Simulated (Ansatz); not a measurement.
The starting structures come from a database of crystals and need not be the phases stable at ambient conditions.

 Where the default PAW files enter, the runs use the earlier of Ansatz's two default sets.

**Evanescent states of Li₂GePbS₄ (I-42m, not sure to be the ambient phase, 8 atoms a cell, 20.3 Å³ an atom) along the normal of (001)**

All values below come from r2SCAN (plane waves, PAW; Ansatz, a program for electronic structure).

The gap is the functional's own. No spin-orbit coupling. Mid-gap values are interpolated on the energy grid.

Energies count from the valence-band top; κ is the least over a 6×6 mesh across the current.

```json
[
 {"E (eV)": "0.07", "κ (1/Å)": "0.109", "where": "off Γ"},
 {"E (eV)": "0.21", "κ (1/Å)": "0.183", "where": "off Γ"},
 {"E (eV)": "0.35", "κ (1/Å)": "0.222", "where": "off Γ"},
 {"E (eV)": "0.49", "κ (1/Å)": "0.242", "where": "off Γ"},
 {"E (eV)": "0.63", "κ (1/Å)": "0.255", "where": "Γ"},
 {"E (eV)": "0.77", "κ (1/Å)": "0.262", "where": "Γ"},
 {"E (eV)": "0.91", "κ (1/Å)": "0.268", "where": "Γ"},
 {"E (eV)": "1.05", "κ (1/Å)": "0.273", "where": "Γ"},
 {"E (eV)": "1.19", "κ (1/Å)": "0.275", "where": "Γ"},
 {"E (eV)": "1.33", "κ (1/Å)": "0.272", "where": "off Γ"},
 {"E (eV)": "1.47", "κ (1/Å)": "0.265", "where": "off Γ"},
 {"E (eV)": "1.61", "κ (1/Å)": "0.256", "where": "off Γ"},
 {"E (eV)": "1.75", "κ (1/Å)": "0.245", "where": "off Γ"},
 {"E (eV)": "1.89", "κ (1/Å)": "0.231", "where": "off Γ"},
 {"E (eV)": "2.03", "κ (1/Å)": "0.214", "where": "off Γ"},
 {"E (eV)": "2.17", "κ (1/Å)": "0.193", "where": "off Γ"},
 {"E (eV)": "2.31", "κ (1/Å)": "0.167", "where": "off Γ"},
 {"E (eV)": "2.45", "κ (1/Å)": "0.130", "where": "off Γ"},
 {"E (eV)": "2.59", "κ (1/Å)": "0.067", "where": "off Γ"}
]
```

**Question.** How thick must the barrier be to attenuate the transmission by 10^4 when the electrodes' Fermi level lies at 1.75 eV, and what attenuation does that film give at 2.17 eV?

**Answer.** d = 4 ln 10 / (2 × 0.245) = 18.8 Å. At 2.17 eV it gives 4 × 0.193/0.245 = 3.2 decades.
